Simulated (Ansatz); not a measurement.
MgO, pressure series

Base system: MgO in the rock salt structure (space group Fm-3m, No. 225).

MgO has the cubic space group Fm-3m (No. 225), the rock salt structure, Pearson symbol cF8. Cell: a = 4.2142 Å, b = 4.2142 Å, c = 4.2142 Å, α = 90.00°, β = 90.00°, γ = 90.00°. O on 4a is surrounded by 6 Mg at 2.107 Å (octahedral). Mg on 4b sees 6 O at 2.107 Å (octahedral). (Neighbours: up to the widest gap in distance over summed covalent radii, below 1.35, at either atom; cation-cation and far metal-metal contacts left out.)
(The calculation used a cell of 2 atoms; values per cell refer to that cell.)

Cell and atoms are relaxed at each pressure.

All numbers come from PBEsol (Ansatz, a program for electronic structure, PAW, no spin-orbit coupling).

| variant | band gap | density | electron mass |
|---|---|---|---|
| base | 4.62 eV | 3.58 g/cm³ | 0.34 mₑ (at Γ) |
| pressure −2 GPa | 4.50 eV | 3.53 g/cm³ | 0.34 mₑ (at Γ) |
| pressure −1 GPa | 4.56 eV | 3.55 g/cm³ | 0.34 mₑ (at Γ) |
| pressure 1.8 GPa | 4.73 eV | 3.62 g/cm³ | 0.34 mₑ (at Γ) |
| pressure 4.2 GPa | 4.87 eV | 3.67 g/cm³ | 0.35 mₑ (at Γ) |
| pressure 9 GPa | 5.13 eV | [?] | 0.36 mₑ (at Γ) |
| pressure 18 GPa | 5.58 eV | 3.93 g/cm³ | [?] |
| pressure 30 GPa | [?] | [?] | 0.39 mₑ (at Γ) |
| pressure 45 GPa | 6.70 eV | 4.34 g/cm³ | 0.41 mₑ (at Γ) |
| pressure 60 GPa | 7.23 eV | 4.52 g/cm³ | 0.43 mₑ (at Γ) |

### Question
What belongs in the blanks?

### Answer

- pressure 9 GPa, density: 3.77 g/cm³
- pressure 18 GPa, electron mass: 0.38 mₑ (at Γ)
- pressure 30 GPa, band gap: 6.11 eV
- pressure 30 GPa, density: 4.12 g/cm³

Load acts through the strain it causes; cell and atoms are relaxed under it. Effective masses come from finite differences of ±0.01 Å⁻¹. No phonon test of stability was made. Competing high-pressure phases were not computed.
